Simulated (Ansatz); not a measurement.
Here is the system:

```xyz
5
Lattice="3.8657 0.0000 0.0000 0.0000 3.8657 0.0000 0.0000 0.0000 3.8657" Properties=species:S:1:pos:R:3 pbc="T T T"
K      0.0000     0.0000     0.0000
Ta     1.9329     1.9329     1.9329
O      1.9329     0.0000     1.9329
O      0.0000     1.9329     1.9329
O      1.9329     1.9329     0.0000
```

No spin polarisation.

Calculations: Kohn–Sham DFT with the PBEsol functional, run in Ansatz (an electronic-structure program) with PAW and 420 eV plane waves, no SOC. k-mesh 8×8×8 (Γ-centred); smearing 0.05 eV (Fermi–Dirac).

Q: Estimate the band gap.

A: 2.32 eV.

Q: What is the computed pressure?

A: 226.9 kbar.

Spin-orbit coupling, missing from the scalar runs, can matter with Ta. The cells carry an imposed strain or load. No phonon test of stability was made. The cell was made from KTaO3 in the cubic perovskite structure (space group Pm-3m, No. 221) by this change: isotropic strain −3.00 %.
